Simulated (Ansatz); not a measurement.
Take Cu3Au in the Cu3Au type structure (space group Pm-3m, No. 221; a = 3.781 Å; relaxed with 0.1 eV smearing) as the base. Axes: x, y, z lie along the cube axes.

Computed with PBE (Ansatz, a program for electronic structure; PAW; 420 eV plane waves; no spin-orbit coupling).

Perturbation: an isotropic linear strain of +2.41 %; the atoms relax in the strained cell.

Question: Predict the stress tensor and what it implies for the stiffness.

Answer: Stress of the strained cell less that of the base (GPa, compression positive):
```
   -8.4     0.0     0.0
    0.0    -8.4     0.0
    0.0     0.0    -8.4
```

Then B = −ΔP/(ΔV/V₀) with ΔV/V₀ = 0.0741 gives secant stiffness values (nonlinear terms included at this strain): B ≈ 113 GPa.

As a check, the harmonic strain energy −½ V₀ Δσ:ε is 25 meV/atom; the computed energy rise is 28 meV/atom.

Whether these cells are dynamically stable was not tested. All final runs are without spin polarisation.
